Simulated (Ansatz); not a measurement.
System: SiN₂ (model structure, Pa-3, No. 205, 12 atoms in the cell). Method: PBEsol in Ansatz (PAW).

Run with plane-wave cutoff 520 eV, 8×8×8 k mesh, Fermi–Dirac smearing 0.01 eV, scalar-relativistic PAW data made under PBE.

The cell is the one relaxed with PBEsol. Conventional cell: a = 4.4412 Å, b = 4.4412 Å, c = 4.4412 Å, α = 90.00°, β = 90.00°, γ = 90.00°.

```
N2Si
1.0
    4.44116     0.00000     0.00000
    0.00000     4.44116     0.00000
    0.00000     0.00000     4.44116
Si N
4 8
Cartesian
  0.00000   2.22058   2.22058
  2.22058   0.00000   2.22058
  0.00000   0.00000   0.00000
  2.22058   2.22058   0.00000
  2.64176   4.01998   0.42118
  0.42118   2.64176   4.01998
  2.64176   2.64176   2.64176
  1.79940   1.79940   1.79940
  4.01998   0.42118   2.64176
  4.01998   1.79940   0.42118
  0.42118   4.01998   1.79940
  1.79940   0.42118   4.01998
```

Task: List the 36 lowest band energies at Γ above −25 eV (eV, relative to the valence band maximum), grouping those that round alike.

Result: At Γ: -21.51, -18.28 (×3), -13.66 (×3), -11.43, -8.09 (×3), -7.50 (×3), -7.35, -7.10 (×2), -5.93 (×3), -4.29 (×3), -1.17 (×3), -0.03 (×2), 5.83, 7.17, 7.73 (×3), 9.09 (×3).

Note: the relaxation could raise the start's symmetry but not lower it, so the cell can be a saddle point.

A model structure was made by putting elements into a prototype or built by hand; it is no filed structure, need not be a known phase, and can be a saddle point held by its symmetry.

Ansatz is a first-principles code.
